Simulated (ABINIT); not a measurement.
```
CELL_PARAMETERS angstrom
      3.16451     0.00000     0.00000
     -1.58225     2.74055     0.00000
      0.00000     0.00000     5.10456
ATOMIC_POSITIONS crystal
  Zn 0.66667 0.33333 0.50059
  Zn 0.33333 0.66667 0.00059
  O  0.66667 0.33333 0.87972
  O  0.33333 0.66667 0.37972
```

Method: PBE+U, PAW (JTH v2.0 PBE PAW) (plane waves; ABINIT).

The set-up and first iterations of an ABINIT log for ZnO (P6_3mc, 4 atoms in the cell):

```
 Symmetries : space group P6_3 m c (#186); Bravais hP (primitive hexag.)

 -outvars: echo values of preprocessed input variables --------
            acell      5.9800560987E+00  5.9800560987E+00  9.6462279878E+00 Bohr
           diemac      9.00000000E+00
             ecut      2.99874495E+01 Hartree
           enunit           2
              ixc     -101130
         kptrlatt       10    0    0      0   10    0      0    0    5
          kptrlen      4.82311399E+01
            lpawu           2      -1
            natom           4
            nband          21
            ngfft          30      30      48
          ngfftdg          45      45      72
             nkpt          42
            nstep         100
             nsym          12
           ntypat           2
        pawecutdg      6.00116484E+01 Hartree
          pawovlp     -1.0000000000E+00
         pawxcdev           0
   [... lines left out ...]
                       3.3333333333E-01  6.6666666667E-01  5.9000000000E-04
                       6.6666666667E-01  3.3333333333E-01  8.7972000000E-01
                       3.3333333333E-01  6.6666666667E-01  3.7972000000E-01
            znucl       30.00000    8.00000

== DATASET  1 ==================================================================

 Real(R)+Recip(G) space primitive vectors, cartesian coordinates (Bohr,Bohr^-1):
 R(1)=  5.9800561  0.0000003  0.0000000  G(1)=  0.1672225  0.0965460  0.0000000
 R(2)= -2.9900283  5.1788804  0.0000000  G(2)= -0.0000000  0.1930919  0.0000000
 R(3)=  0.0000000  0.0000000  9.6462280  G(3)=  0.0000000  0.0000000  0.1036675
 Unit cell volume ucvol=  2.9874364E+02 bohr^3
 Angles (23,13,12)=  9.00000000E+01  9.00000000E+01  1.20000000E+02 degrees

 Coarse grid specifications (used for wave-functions):

 getcut: wavevector=  0.0000  0.0000  0.0000  ngfft=  30  30  48
         ecut(hartree)=     29.987   => boxcut(ratio)=   2.01859

 Fine grid specifications (used for densities):

 getcut: wavevector=  0.0000  0.0000  0.0000  ngfft=  45  45  72
         ecut(hartree)=     60.012   => boxcut(ratio)=   2.10991

   9.24308564E+02                                ecore*ucvol(ha*bohr**3)

_setup2: Arith. and geom. avg. npw (full set) are    2343.058    2343.043

 ******************************************
 DFT+U Method used: FLL
 ******************************************
--- !BeginCycle
solver: {iscf: 17, nstep: 100, nline: 4, wfoptalg: 10, }
tolerances: {toldfe: 1.00E-09, }
...

     iter   Etot(hartree)      deltaE(h)  residm     nres2
 ETOT  1  -158.67323871994    -1.587E+02 1.018E+01 1.538E+01
 ETOT  2  -161.11906449326    -2.446E+00 6.921E-01 1.393E+02
 ETOT  3  -160.99743746960     1.216E-01 2.686E-01 7.926E+01
 ETOT  4  -160.95826972992     3.917E-02 9.153E-02 7.199E+00
 ETOT  5  -160.96114416184    -2.874E-03 2.069E-01 1.382E+01
```

Task: Will this run converge, and how will it end?

Result: The run converged in 31 iterations. Convergence of the loop says nothing yet on basis, mesh or lower states. It ends on: free energy E − TS -4379.64 eV; top of the valence band (on the code's own zero) 6.75 eV; gap on the k-point mesh 1.36 eV; pressure 15.73 GPa; largest force (vector length) 0.009 eV/Å. The log goes on:

```
   [... 22 lines left out ...]
 ETOT 28  -160.94893784506    -1.442E-08 2.144E-04 1.690E-05
 ETOT 29  -160.94893782838     1.668E-08 4.178E-04 2.915E-07
 ETOT 30  -160.94893782849    -1.098E-10 2.046E-04 4.857E-08
 ETOT 31  -160.94893782866    -1.636E-10 3.561E-04 1.607E-07
 At SCF step   31, etot is converged :
  for the second time, diff in etot=  1.636E-10 < toldfe=  1.000E-09

 Cartesian components of stress tensor (hartree/bohr^3)
  sigma(1 1)= -5.38354842E-04  sigma(3 2)=  0.00000000E+00
  sigma(2 2)= -5.38354841E-04  sigma(3 1)=  0.00000000E+00
  sigma(3 3)= -5.27643030E-04  sigma(2 1)= -4.32294186E-13

 ----iterations are completed or convergence reached----

 reduced coordinates (array xred) for    4 atoms
       0.666666666667      0.333333333333      0.500590000000
       0.333333333333      0.666666666667      0.000590000000
       0.666666666667      0.333333333333      0.879720000000
       0.333333333333      0.666666666667      0.379720000000
 cartesian forces (eV/Angstrom) at end:
    1      0.00000000000000    -0.00000000000000    -0.00926265643663
    2      0.00000000000000     0.00000000000000    -0.00926265643663
    3     -0.00000000000000    -0.00000000000000     0.00926265643663
   [... lines left out ...]
 Fermi (or HOMO) energy (hartree) =   0.24818   Average Vxc (hartree)=  -0.38713
 Fermi (or HOMO) energy (eV) =   6.75331   Average Vxc (eV)= -10.53437
   [... lines left out ...]
Ewald energy        : -1.11543752715514E+02
psp_core            :  3.09398573391894E+00
local_psp           : -1.46031902233920E+02
total_energy        : -1.60949013688849E+02
total_energy_eV     : -4.37964539337565E+03
...

-Cartesian components of stress tensor (GPa)         [Pressure=  1.5734E+01 GPa]
- sigma(1 1)= -1.58389436E+01  sigma(3 2)=  0.00000000E+00
- sigma(2 2)= -1.58389436E+01  sigma(3 1)=  0.00000000E+00
- sigma(3 3)= -1.55237913E+01  sigma(2 1)= -1.27185319E-08

 Calculation completed.
```

For comparison: a first run (DFT, PBE, plane waves, PAW (JTH v2.0 PBE PAW)) was changed to give this one (usepawu: default → 1; lpawu: default → 2 -1; upawu: default → 4 0 eV; jpawu: default → 0 0 eV), and from it to this one the pressure goes from 16.89 to 15.73 GPa, the largest force goes from 0.001 to 0.009 eV/Å and the gap on the mesh goes from 0.890 to 1.355 eV.

The starting cell comes from a database of computed structures (which also holds hypothetical and non-ambient phases and stackings), without a prior relaxation at this level. Its lattice was rescaled by a random factor within 2.5 % of one. Spin polarisation is off. The U value is a test value. With a pressure of about 16 GPa the cell is away from its equilibrium volume at this level.

The run was DFT, PBE+U, plane waves, PAW (JTH v2.0 PBE PAW). Main settings of its input:

pseudos: [Zn.GGA_PBE-JTH.xml, O.GGA_PBE-JTH.xml]
ecut: 816 eV
pawecutdg: 1633 eV
pawxcdev: 0
usepawu: 1
lpawu: 2 -1
upawu: 4 0 eV
jpawu: 0 0 eV
occopt: 1
ngkpt: 10 10 5
nshiftk: 1
shiftk: 0 0 0
